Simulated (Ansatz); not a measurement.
The starting structures come from a database of crystals and need not be the phases stable at ambient conditions.

By PBEsol, the system below comes out a metal.

```xyz
6
Lattice="4.9231 0.0000 0.0000 -2.4616 4.2635 0.0000 2.4616 1.4212 4.0197" Properties=species:S:1:pos:R:3 pbc="T T T"
Mg     0.0000     0.0000     0.0000
Mg     2.4616     4.2635     3.0148
Cu     0.0000     4.2635     1.5074
Cu     4.9231     2.8424     3.5172
Cu     1.2308     2.1318     1.5074
Cu     3.6923     2.1318     1.5074
```

The cell is taken as given; by PBEsol it stands under a pressure of -1.2 GPa.

The current flows along the normal of the first two printed cell vectors, the (111) plane of the conventional cell. No spin-orbit coupling; the value is a mean over 0.1 eV about the Fermi level.

### Question
Give the ballistic conductance per area that Ansatz (a first-principles code) with PBEsol yields.

### Answer
0.89 × 10¹⁵ S/m² for both spins.
